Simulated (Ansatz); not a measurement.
For AuAg (model structure, P4/mmm, No. 123, 2 atoms in the cell), PBE in Ansatz (plane waves, PAW) gives:

| Item | Value |
|---|---|
| equilibrium lattice constant a | 2.919 Å |
| c axis length | 4.188 Å |
| bulk modulus | 114 GPa |
| cohesive energy | 2.85 eV/atom |

Problem. What does r²SCAN in Ansatz (plane waves, PAW) give for the same quantities?

Solution. 
- lattice constant a: 2.891 Å (decreases by 1.0 %)
- lattice parameter c: 4.154 Å (shrinks by 0.8 %)
- bulk modulus: 127 GPa (rises by 11 %)
- cohesive energy: 3.23 eV/atom (grows by 0.38 eV/atom)

Changes are worked out from the printed values.

Unless a cell is named, each level is at its own relaxed cell (PBE 17.84, r²SCAN 17.36 Å³/atom).

Levels without +SOC leave out spin–orbit coupling, which shifts energies and cells of such heavy elements.

Caveats: the bulk modulus is −V dP/dV from two relaxed cells at ±2 % in volume (PBE, r²SCAN). Ansatz's density-functional and Hartree–Fock values are scalar-relativistic unless marked +SOC, with PAW data made under PBE.

A model structure was made by putting elements into a prototype or built by hand; it is no filed structure, need not be a known phase, and can be a saddle point held by its symmetry.

Ansatz is a quantum-chemistry and plane-wave program.
